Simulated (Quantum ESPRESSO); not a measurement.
Zone-centre phonon calculation of KBr (Fm-3m, 2 atoms in the cell) at several settings

```xyz
2
Lattice="0.0000 3.3163 3.3163 3.3163 0.0000 3.3163 3.3163 3.3163 0.0000" Properties=species:S:1:pos:R:3 pbc="T T T"
K      0.0000     0.0000     0.0000
Br     3.3163     3.3163     3.3163
```

Base: PBE, PSlibrary PAW (PBE) pseudopotentials (Quantum ESPRESSO). Its settings: ecutwfc = 55 Ry; ecutrho = 385 Ry; occupations = smearing; smearing = gaussian; degauss = 0.000734986 Ry; potentials = {K: K.pbe-spn-kjpaw_psl.1.0.0.UPF, Br: Br.pbe-n-kjpaw_psl.1.0.0.UPF}; K_POINTS = automatic 5 5 5 0 0 0; conv_thr = 1e-10 Ry; mixing_beta = 0.7. Starting volume 36.47 Å³ per atom.

Each line gives the change from the base single point and the result:

- ph.x.tr2_ph: default → 1e-10; ph.x.fildyn: default → dyn.G; dynmat.x.fildyn: default → dyn.G; dynmat.x.asr: default → crystal: zone-centre frequencies (cm⁻¹; negative means imaginary) -213, -213, -213, 0, 0, 0.
- ph.x.tr2_ph: default → 1e-12; ph.x.fildyn: default → dyn.G; dynmat.x.fildyn: default → dyn.G; dynmat.x.asr: default → crystal: zone-centre frequencies (cm⁻¹; negative means imaginary) 0, 0, 0, 120, 120, 120.
- ph.x.tr2_ph: default → 1e-16; ph.x.fildyn: default → dyn.G; dynmat.x.fildyn: default → dyn.G; dynmat.x.asr: default → crystal: zone-centre frequencies (cm⁻¹; negative means imaginary) 0, 0, 0, 109, 109, 109.
- ph.x.tr2_ph: default → 1e-14; ph.x.fildyn: default → dyn.G; ph.x.alpha_mix(1): default → 0.3; dynmat.x.fildyn: default → dyn.G; dynmat.x.asr: default → crystal: zone-centre frequencies (cm⁻¹; negative means imaginary) 0, 0, 0, 109, 109, 109.
- ph.x.tr2_ph: default → 1e-14; ph.x.fildyn: default → dyn.G; ph.x.nmix_ph: default → 8; dynmat.x.fildyn: default → dyn.G; dynmat.x.asr: default → crystal: zone-centre frequencies (cm⁻¹; negative means imaginary) 0, 0, 0, 108, 108, 108.
- ph.x.tr2_ph: default → 1e-14; ph.x.fildyn: default → dyn.G; dynmat.x.fildyn: default → dyn.G; dynmat.x.asr: default → no: the run converged.
- ph.x.tr2_ph: default → 1e-14; ph.x.fildyn: default → dyn.G; dynmat.x.fildyn: default → dyn.G; dynmat.x.asr: default → crystal: zone-centre frequencies (cm⁻¹; negative means imaginary) 0, 0, 0, 108, 108, 108.

The starting cell comes from a database of computed structures (which also holds hypothetical and non-ambient phases and stackings), without a prior relaxation at this level. Its lattice was rescaled by a random factor within 2.5 % of one.

Frequencies and response belong to this unrelaxed cell, and polar modes hold no LO-TO splitting.
